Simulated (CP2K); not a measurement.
Band structure of AlNi (Pm-3m, 2 atoms in the cell).

```xyz
2
Lattice="2.8669 0.0000 0.0000 0.0000 2.8669 0.0000 0.0000 0.0000 2.8669" Properties=species:S:1:pos:R:3 pbc="T T T"
Al     1.4334     1.4334     1.4334
Ni     0.0000     0.0000     0.0000
```

Method: CP2K with PBE, GPW, DZVP-MOLOPT-SR-GTH basis, GTH-PBE potentials (GTH_POTENTIALS).

Settings: CUTOFF = 600 Ry; REL_CUTOFF = 60 Ry; SMEAR/METHOD = GAUSSIAN; SIGMA = 0.136 eV; KPOINTS/SCHEME = MONKHORST-PACK 11 11 11; XC_FUNCTIONAL = PBE; Al/BASIS_SET = DZVP-MOLOPT-SR-GTH-q3; Al/POTENTIAL = GTH-PBE-q3; Ni/BASIS_SET = DZVP-MOLOPT-SR-GTH-q18; Ni/POTENTIAL = GTH-PBE-q18; METHOD = GPW; EPS_DEFAULT = 1e-11; EXTRAPOLATION = USE_GUESS; NGRIDS = 5.

The starting cell comes from a database of computed structures (which also holds hypothetical and non-ambient phases and stackings), without a prior relaxation at this level. Its lattice was rescaled by a random factor within 2.5 % of one. Spin polarisation is off. Values carry the incompleteness of an atom-centred basis.

Levels in eV from the Fermi level, bands 7 to 12:
```
point      7      8      9     10     11    12
-----  -----  -----  -----  -----  -----  ----
Γ      -3.29  -1.54  -1.54  -1.54   5.60  5.60
X      -2.76  -2.25  -2.25  -1.44  -0.61  8.35
M      -2.98  -2.98  -2.09  -2.09  -0.99  1.49
R      -4.18  -0.96  -0.96   1.98   1.98  1.98
```

Bands cross the Fermi level along this path, so the cell is metallic at this level.

Higher empty bands are left out: an atom-centred basis made for the valence describes them poorly.
